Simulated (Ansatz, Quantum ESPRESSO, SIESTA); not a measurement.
# Code comparison for AlCoNi6 (P1, 8 atoms in the cell)

Self-consistent single point, at a second geometry (atoms moved at random). First geometry:

```
CELL_PARAMETERS angstrom
      3.52277     0.00000     0.00000
      0.00000     3.52277     0.00000
      0.00000     0.00000     7.07287
ATOMIC_POSITIONS crystal
  Al 0.00000 0.00000 0.00000
  Co 0.00000 0.00000 0.50000
  Ni 0.50000 0.50000 0.00000
  Ni 0.50000 0.50000 0.50000
  Ni 0.50000 0.00000 0.25622
  Ni 0.50000 0.00000 0.74378
  Ni 0.00000 0.50000 0.25622
  Ni 0.00000 0.50000 0.74378
```
Moments meant for the start (each program seeds them in its own way; μB, in the order of the atoms Al Co Ni Ni Ni Ni Ni Ni): 0.0 3.0 2.0 2.0 2.0 2.0 2.0 2.0.

Second geometry:
```
CELL_PARAMETERS angstrom
      3.52277     0.00000     0.00000
      0.00000     3.52277     0.00000
      0.00000     0.00000     7.07287
ATOMIC_POSITIONS crystal
  Al 0.99910 0.98873 0.99466
  Co 0.98118 0.00055 0.50733
  Ni 0.49235 0.50338 0.00049
  Ni 0.50919 0.50549 0.50357
  Ni 0.50296 0.98162 0.24374
  Ni 0.51072 0.01622 0.74237
  Ni 0.99465 0.50212 0.26516
  Ni 0.00985 0.50189 0.74267
```
Moments meant for the start (each program seeds them in its own way; μB, in the order of the atoms Al Co Ni Ni Ni Ni Ni Ni): 0.0 3.0 2.0 2.0 2.0 2.0 2.0 2.0.

Shared settings, as Ansatz (a first-principles code) writes them: kpoints.mp_grid.grid = 5 5 3; scf.occupations.method = gaussian; scf.occupations.width = 0.2 eV. Potentials and cutoffs stand in the table.

```json
[
 {"code": "Ansatz", "model": "LDA (PW92), PAW files made with PBE", "ΔF from the first geometry (meV/atom)": "19.5", "pressure (GPa)": "-11.75", "largest force (eV/Å)": "1.034", "size of the net moment (μB/atom)": "0.53", "cutoff": "default"},
 {"code": "SIESTA", "model": "LDA PW92, numerical atomic orbitals DZP, PseudoDojo LDA standard norm-conserving potentials (rewritten from UPF to PSML)", "ΔF from the first geometry (meV/atom)": "16.3", "pressure (GPa)": "-14.69", "largest force (eV/Å)": "1.021", "size of the net moment (μB/atom)": "0.53", "cutoff": "grid 300 Ry"},
 {"code": "Quantum ESPRESSO", "model": "LDA (PZ), PSlibrary PAW (LDA) pseudopotentials", "ΔF from the first geometry (meV/atom)": "20.1", "pressure (GPa)": "-11.45", "largest force (eV/Å)": "1.062", "size of the net moment (μB/atom)": "0.52", "cutoff": "55 Ry"}
]
```

Size of the force on each atom (eV/Å): Sizes of forces hide their directions.

```
code                Al1    Co2    Ni3    Ni4    Ni5    Ni6    Ni7    Ni8
----------------  -----  -----  -----  -----  -----  -----  -----  -----
Ansatz            0.434  0.883  0.384  0.499  1.034  0.543  0.503  0.171
SIESTA            0.488  0.702  0.377  0.359  1.021  0.459  0.343  0.236
Quantum ESPRESSO  0.444  0.916  0.398  0.522  1.062  0.566  0.526  0.180
```

On Ansatz's run: the magnetic order is the one reached from the typed start; others were not searched systematically.

The spread over the programs that give each value: ΔF from the first geometry within 3.8 meV/atom; pressure within 3.24 GPa; largest force within 0.041 eV/Å; size of the net moment within 0.01 μB/atom.

SIESTA uses small atom-centred bases, whose incompleteness enters pressures, forces and empty levels differently from a plane-wave cutoff. Ansatz's pressure is given at a fixed set of plane waves, as the other plane-wave codes print theirs; with its correction for the finite basis it is -11.67 GPa. The same LDA comes in different parametrisations, which differ slightly. In the pressure, SIESTA (by 3.09) lies more than 1 GPa from the median of the plane-wave programs. In the force vectors, SIESTA (by 0.243) lies more than 0.08 eV/Å from the median of the plane-wave programs.

The shared mesh is coarse (it stands for a supercell whose shortest vector is 18 Å), so the values are not converged in it.

The starting cell comes from a database of computed structures (which also holds hypothetical and non-ambient phases and stackings), without a prior relaxation at this level. For this run, on top of that: atoms moved at random.

Keys are those of Ansatz 0.2.
